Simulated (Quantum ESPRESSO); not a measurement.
Band structure of SiO2 (Cmcm, 18 atoms in the cell).

```
CELL_PARAMETERS angstrom
      3.75155    -8.09907     0.00000
      3.75155     8.09907     0.00000
      0.00000     0.00000     5.23004
ATOMIC_POSITIONS crystal
  Si 0.01037 0.40269 0.25000
  Si 0.98963 0.59731 0.75000
  Si 0.40269 0.01037 0.75000
  Si 0.59731 0.98963 0.25000
  Si 0.44309 0.55691 0.25000
  Si 0.55691 0.44309 0.75000
  O  0.00000 0.50000 0.50000
  O  0.00000 0.50000 0.00000
  O  0.50000 0.00000 0.50000
  O  0.50000 0.00000 0.00000
  O  0.21035 0.43715 0.25000
  O  0.78965 0.56285 0.75000
  O  0.43715 0.21035 0.75000
  O  0.56285 0.78965 0.25000
  O  0.83012 0.16988 0.25000
  O  0.16988 0.83012 0.75000
  O  0.50000 0.50000 0.00000
  O  0.50000 0.50000 0.50000
```

Computed with PBEsol, GBRV 1.5 ultrasoft (PBESOL) pseudopotentials (plane waves; Quantum ESPRESSO).

Settings: ecutwfc = 40 Ry; ecutrho = 200 Ry; occupations = smearing; smearing = gaussian; degauss = 0.000734986 Ry; potentials = {Si: si_pbesol_v1.uspp.F.UPF, O: o_pbesol_v1.2.uspp.F.UPF}; K_POINTS = automatic 3 3 4 0 0 0; nbnd = 60; conv_thr = 1e-08 Ry.

The starting cell comes from a database of computed structures (which also holds hypothetical and non-ambient phases and stackings), without a prior relaxation at this level.

Q: Predict the gap along the standard path and the places of the band edges.

A: The gap along the path is 5.59 eV, direct at Γ to within 0.01 eV.

Levels in eV from the top of the valence band on the SCF mesh, bands 45 to 52:
| point | 45 | 46 | 47 | 48 | 49 | 50 | 51 | 52 |
|---|---|---|---|---|---|---|---|---|
| Γ | -0.55 | -0.06 | 0.00 | 0.00 | 5.59 | 8.10 | 8.22 | 8.27 |
| X | -0.42 | -0.27 | -0.23 | -0.11 | 6.82 | 6.87 | 7.19 | 8.64 |
| S | -0.41 | -0.35 | -0.32 | 0.00 | 6.61 | 6.86 | 7.88 | 8.03 |
| R | -0.65 | -0.65 | -0.29 | -0.29 | 8.12 | 8.12 | 8.15 | 8.15 |
| A | -0.58 | -0.58 | -0.30 | -0.30 | 8.15 | 8.15 | 8.25 | 8.25 |
| Z | -0.75 | -0.75 | -0.50 | -0.50 | 7.43 | 7.43 | 8.86 | 8.86 |
| Y | -0.59 | -0.31 | -0.28 | -0.06 | 6.25 | 6.66 | 8.34 | 8.56 |
| X1 | -0.42 | -0.27 | -0.23 | -0.11 | 6.82 | 6.87 | 7.19 | 8.64 |
| A1 | -0.58 | -0.58 | -0.30 | -0.30 | 8.15 | 8.15 | 8.25 | 8.25 |
| T | -0.52 | -0.52 | -0.39 | -0.39 | 7.75 | 7.75 | 8.14 | 8.14 |
